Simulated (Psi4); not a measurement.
Psi4 1.11, unrestricted BP86/def2-svpd: Cu(OH)(fmdH) ([OH][Cu]1[NH]C=[NH]->1), charge 0, multiplicity 2, 9 atoms. The geometry is a generated start, not checked to be a minimum at this level.

```
Property                                             Value
--------------------------  ------------------------------
task                                                energy
method                                                bp86
basis                                            def2-svpd
memory                                                3 GB
maxiter                                                100
keys of the molecule block                     symmetry c1
scf_type                                      df (default)
guess                       auto, which took SAD (default)
scf_initial_accelerator                    adiis (default)
e_convergence                              1e-06 (default)
d_convergence                              1e-06 (default)
dft_radial_points                             75 (default)
dft_spherical_points                         302 (default)
basis functions                                        149
grid points                                         194806
```

```xyz
9

Cu     0.2497     0.9781     0.0521
O      0.7753     2.6067     0.0977
H      0.9590     3.0085    -0.7540
C     -0.3803    -1.2726     0.1039
N      0.8537    -0.8482     0.0457
N     -1.2099    -0.2635     0.0744
H     -0.6745    -2.3186     0.1597
H      1.6309    -1.4874     0.0717
H     -2.2041    -0.4029     0.1486
```

Charge 0 and multiplicity 2 are set for this test and not shown to be the ground state.

One run each on 2 threads. Values of diis_max_vecs tried: 3, 6, 10 (default), 20.

Question: Which value of diis_max_vecs needs the fewest SCF iterations, and what happens away from it?

Answer: Fewest SCF iterations, within one of each other: 10 (default) with 17, 20 with 16. The count rises to 79 at 3. All converge to one solution.

| diis_max_vecs | SCF iterations | end |
|---|---|---|
| 3 | 79 | same solution |
| 6 | 20 | same solution |
| 10 (default) | 17 | same solution |
| 20 | 16 | same solution |
